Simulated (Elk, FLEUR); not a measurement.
An Elk input for a self-consistent single point of MgSc (Pm-3m, 2 atoms in the cell) (DFT, PBEsol, all-electron FP-LAPW, Elk's shipped species files, APW+lo basis with extra local orbitals):

```
tasks
  0

xctype
  22

tforce
  .true.

rgkmax
  7.5

gmaxvr
  18.0

lmaxapw
  10

lmaxo
  8

nxlo
  2

lorbcnd
  .true.

lradstp
  2

nrmtscf
  2.0

lmaxi
  4

stype
  3

swidth
  0.00367493

scale
  1.889726125

avec
    3.6669400000    0.0000000000    0.0000000000
    0.0000000000    3.6669400000    0.0000000000
    0.0000000000    0.0000000000    3.6669400000

sppath
  'species/'

atoms
  2   : nspecies
  'Mg.in'   : spfname
  1   : natoms; atposl, bfcmt below
  0.0000000000  0.0000000000  0.0000000000    0.0 0.0 0.0
  'Sc.in'   : spfname
  1   : natoms; atposl, bfcmt below
  0.5000000000  0.5000000000  0.5000000000    0.0 0.0 0.0

ngridk
  12 12 12
```

Write the same calculation as an input for FLEUR.

This is the input that was run; spellings and numerical settings could be chosen otherwise.

Input of the input generator:

```
MgSc FLAPW
&input film=f /
3.6669400000 0.0000000000 0.0000000000
0.0000000000 3.6669400000 0.0000000000
0.0000000000 0.0000000000 3.6669400000
1.8897261246
1.0 1.0 1.0

2
12 0.0000000000 0.0000000000 0.0000000000
21 0.5000000000 0.5000000000 0.5000000000

&comp jspins=1 /
&exco xctyp='PBEs' /
&kpt div1=12 div2=12 div3=12 gamma=t /
&end /
```

```xml
<?xml version="1.0" encoding="UTF-8" standalone="no"?>
<fleurInput fleurInputVersion="0.39">
   <comment>
      MgSc FLAPW                                                                                          
   </comment>
   <calculationSetup>
      <cutoffs Kmax="3.8" Gmax="11.4" GmaxXC="11.4" numbands="0"/>
      <scfLoop itmax="60" minDistance="0.00001" maxIterBroyd="40" imix="Anderson" alpha="0.05" precondParam="0.0" spinf="2.0"/>
      <coreElectrons ctail="T" frcor="F" kcrel="0" coretail_lmax="0"/>
      <xcFunctional name="PBEs" relativisticCorrections="F"/>
      <magnetism jspins="1"/>
      <soc l_soc="F" theta="0.0" phi="0.0" spav="F"/>
      <expertModes spex="0" secvar="F"/>
      <geometryOptimization l_f="T" forcealpha="1.0" forcemix="BFGS" epsdisp="0.00001" epsforce="0.00001"/>
      <ldaU l_linMix="F" mixParam="0.05" spinf="1.0"/>
   </calculationSetup>
   <cell>
      <bzIntegration valenceElectrons="21.0" mode="hist" fermiSmearingEnergy="0.00367493">
         <kPointListSelection listName="default-1"/>
         <!-- k-points included here -->
         <xi:include xmlns:xi="http://www.w3.org/2001/XInclude" href="kpts.xml"> </xi:include>
      </bzIntegration>
      <!-- symmetry operations included here -->
      <xi:include xmlns:xi="http://www.w3.org/2001/XInclude" href="sym.xml"> </xi:include>
      <bulkLattice scale="1.0">
         <bravaisMatrix>
            <row-1>    6.9295123153407232     0.0000000000000000     0.0000000000000000</row-1>
            <row-2>    0.0000000000000000     6.9295123153407232     0.0000000000000000</row-2>
            <row-3>    0.0000000000000000     0.0000000000000000     6.9295123153407232</row-3>
         </bravaisMatrix>
      </bulkLattice>
   </cell>
   <atomSpecies>
      <species name="Magnesium (Mg)" element="Mg" atomicNumber="12">
         <mtSphere radius="2.68" gridPoints="925" logIncrement="0.013"/>
         <atomicCutoffs lmax="10" lnonsphr="8"/>
         <electronConfig flipSpins="F">
            <coreConfig>(1s1/2)</coreConfig>
            <valenceConfig>(2s1/2) (2p1/2) (2p3/2) (3s1/2)</valenceConfig>
         </electronConfig>
         <energyParameters s="3" p="3" d="3" f="4"/>
         <lo type="SCLO" l="0" n="2" eDeriv="0"/>
         <lo type="SCLO" l="1" n="2" eDeriv="0"/>
      </species>
      <species name="Scandium (Sc)" element="Sc" atomicNumber="21">
         <mtSphere radius="2.68" gridPoints="925" logIncrement="0.013"/>
         <atomicCutoffs lmax="10" lnonsphr="8"/>
         <electronConfig flipSpins="F">
            <coreConfig>(1s1/2) (2s1/2) (2p1/2) (2p3/2)</coreConfig>
            <valenceConfig>(3s1/2) (3p1/2) (3p3/2) (4s1/2) (3d3/2) (3d5/2)</valenceConfig>
            <stateOccupation state="(3d3/2)" spinUp="0.2" spinDown="0.2"/>
            <stateOccupation state="(3d5/2)" spinUp="0.3" spinDown="0.3"/>
         </electronConfig>
         <energyParameters s="4" p="4" d="3" f="4"/>
         <lo type="SCLO" l="0" n="3" eDeriv="0"/>
         <lo type="SCLO" l="1" n="3" eDeriv="0"/>
      </species>
   </atomSpecies>
   <atomGroups>
      <atomGroup species="Magnesium (Mg)">
         <relPos label="                   1">.0000000000 .0000000000 .0000000000</relPos>
         <force calculate="T" relaxXYZ="TTT"/>
      </atomGroup>
      <atomGroup species="Scandium (Sc)">
         <relPos label="                   2">1.000/2.000 1.000/2.000 1.000/2.000</relPos>
         <force calculate="T" relaxXYZ="TTT"/>
      </atomGroup>
   </atomGroups>
   <output dos="F" band="F" slice="F">
      <checks vchk="F" cdinf="F"/>
      <bandDOS minEnergy="-.5*Htr" maxEnergy="0.5*Htr" sigma="0.015" storeEVData="T"/>
      <vacuumDOS vacdos="F" integ="F" star="F" nstars="0" locx1="0.0" locy1="0.0" locx2="0.0" locy2="0.0" nstm="0" tworkf="0.0"/>
      <unfoldingBand unfoldBand="F" supercellX="1" supercellY="1" supercellZ="1"/>
      <plotting iplot="0" polar="F">
         <plot TwoD="T" vec1="  1.0  0.0  0.0" vec2="  0.0  1.0  0.0" vec3="  0.0  0.0  1.0" zero="  0.0  0.0  0.0" file="plot"/>
      </plotting>
      <chargeDensitySlicing numkpt="0" minEigenval="0.0" maxEigenval="0.0" nnne="0" pallst="F"/>
      <specialOutput eonly="F"/>
      <magneticCircularDichroism mcd="F" energyLo="-10.0" energyUp="0.0"/>
   </output>
  <!-- We include the file relax.xml here to enable relaxations (see documentation) -->
  <xi:include xmlns:xi="http://www.w3.org/2001/XInclude" href="relax.xml"> <xi:fallback/> </xi:include>
</fleurInput>
```

Basis settings and potentials, where a program has them, do not carry over. This input uses DFT, PBEsol, all-electron FLAPW (FLEUR), scalar-relativistic valence.

The starting cell comes from a database of computed structures (which also holds hypothetical and non-ambient phases and stackings), without a prior relaxation at this level. Its lattice was rescaled by a random factor within 2.5 % of one.
